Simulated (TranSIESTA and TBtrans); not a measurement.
## Ga chain with one S atom inserted

Device: Ga chain with one S atom inserted. Leads: straight Ga chain, spacing 2.703 Å. Geometry: 3 atoms about the centre moved by SIESTA (PBE, DZP) to a largest force of 0.04 eV/Å, all others as built, motion along the axis alone.

Computed with TranSIESTA and TBtrans, PBE, DZP numerical orbitals (energy shift 0.15 eV), PseudoDojo norm-conserving scalar-relativistic potentials, mesh cutoff 200 Ry, 300 K, no spin polarisation, no spin-orbit coupling; self-consistent non-equilibrium Green functions.

```
Item                               Value
---------------------------------  -----
Conductance at 300 K (G0 = 2e²/h)   1.55
Thermopower (μV/K)                  -6.2
Mean T from −0.5 to 0.5 eV          1.18
```

Energies count from the leads' Fermi level. Transmissions are for one spin of a degenerate pair. The energy step is 0.01 eV; narrower resonances are cut or missed.

```
E (eV)       T  lead channels
------  ------  -------------
-2.00        0              0
-1.90        0              0
-1.80        0              0
-1.70        0              0
-1.60        0              0
-1.50        0              0
-1.40   0.0097              1
-1.30     0.17              1
-1.20     0.28              1
-1.10     0.36              1
-1.00     0.42              1
-0.90     0.46              1
-0.80     0.50              1
-0.70     0.52              1
-0.60     0.55              1
-0.50     0.56              1
-0.40     0.58              1
-0.30     0.59              1
-0.20     0.60              1
-0.10     1.30              3
0.00      1.58              3
0.10      1.59              3
0.20      1.55              3
0.30      1.51              3
0.40      1.50              3
0.50      1.52              3
0.60      1.56              3
0.70      1.62              3
0.80      1.70              3
0.90      1.79              3
1.00      1.89              3
1.10      2.00              3
1.20      2.11              3
1.30      2.20              3
1.40      2.29              3
1.50      2.36              3
1.60      2.41              3
1.70      2.45              3
1.80      2.47              3
1.90      2.48              3
2.00      2.48              3
```

The straight chain is held at its spacing; free chains may zigzag or dimerise. No spin-polarised start was tried, so a magnetic state, if there is one, is missed.
